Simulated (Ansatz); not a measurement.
**HgTe: pressure 18 GPa**

Take HgTe in the zinc blende structure (space group F-43m, No. 216; a = 6.510 Å) as the base.

Now apply this change: cell and atoms relaxed at a pressure of 18 GPa.

Level of theory: PBEsol in Ansatz (plane waves to 420 eV, PAW, no spin-orbit coupling). k-mesh 9×9×9 (Γ-centred); smearing 0.05 eV (Fermi–Dirac).

| quantity | base | changed | shift |
|---|---|---|---|
| density | 7.90 g/cm³ | 9.99 g/cm³ | +2.085 g/cm³ |
| lattice parameter a | 6.510 Å | 6.021 Å | -0.489 Å |
| shortest interatomic distance | 2.819 Å | 2.607 Å | -0.212 Å |
| band gap | zero | zero | – |

The mesh was chosen for an insulator and is coarse for the gapless case. With Hg and Te present, leaving out spin-orbit coupling can change the band edges. Load acts through the strain it causes; cell and atoms are relaxed under it. No phonon test of stability was made. Tetrahedral semiconductors of this kind turn to denser phases somewhere between about 1 and 50 GPa; those were not computed, so compressed cells here can lie past the real transition. All final runs are without spin polarisation. The zero or small gap of HgTe can change with the level of theory.

Ansatz is a first-principles code.
